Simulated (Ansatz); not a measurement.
Consider the following.

```
CELL_PARAMETERS angstrom
      0.00000     2.71500     2.71500
      2.71500     0.00000     2.71500
      2.71500     2.71500     0.00000
ATOMIC_POSITIONS crystal
  Si 0.00000 0.00000 0.00000
  Si 0.25000 0.25000 0.25000
```

The numbers are results of PBE, finite-displacement electron-phonon coupling, linearised Boltzmann equation (plane waves, PAW, scalar-relativistic; Ansatz, a first-principles code), not measurements. Condition of this run: measured lattice constant, not relaxed. Cell: cell at a tabulated measured lattice constant.

Predict the intrinsic electron mobility at 300 K.

1420 cm²/(V·s).

Scattering by harmonic phonons alone: no impurities, screening or carrier-carrier scattering, bands fixed at 0 K. From a coarser fine mesh the values given move by up to 6 %. The mesh was bound by memory.
